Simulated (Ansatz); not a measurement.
Take HfS2 in the CdI2 type structure (space group P-3m1, No. 164; a = 3.606 Å, c = 5.768 Å; layered, stacked along the Cartesian z axis) as the base.

Modification: cell and atoms relaxed at a pressure of 1.5 GPa.

All numbers come from PBE-D3(BJ) (Ansatz, a quantum-chemistry and plane-wave program; PAW; 420 eV plane waves; scalar-relativistic without spin-orbit coupling).

Base, band edges from the VBM (valence, conduction): K -1.78, 2.49; H -1.96, 2.71; M -1.49, 1.00; L -0.96, 0.85; A -0.36, 1.79; Γ 0.00, 1.85 eV.

Task: Give the band edges at the high-symmetry points of the new zone, measured from its valence-band maximum.

Result: 
```json
[
 {"point": "Γ", "valence edge (eV)": "0.00", "conduction edge (eV)": "1.72"},
 {"point": "M", "valence edge (eV)": "-1.70", "conduction edge (eV)": "0.79"},
 {"point": "K", "valence edge (eV)": "-1.89", "conduction edge (eV)": "2.37"},
 {"point": "A", "valence edge (eV)": "-0.54", "conduction edge (eV)": "1.64"},
 {"point": "L", "valence edge (eV)": "-1.02", "conduction edge (eV)": "0.64"},
 {"point": "H", "valence edge (eV)": "-2.11", "conduction edge (eV)": "2.62"}
]
```

The gap is 0.64 eV, indirect, Γ → L.

With Hf present, leaving out spin-orbit coupling can change the band edges. Load acts through the strain it causes; cell and atoms are relaxed under it. Whether these cells are dynamically stable was not tested.
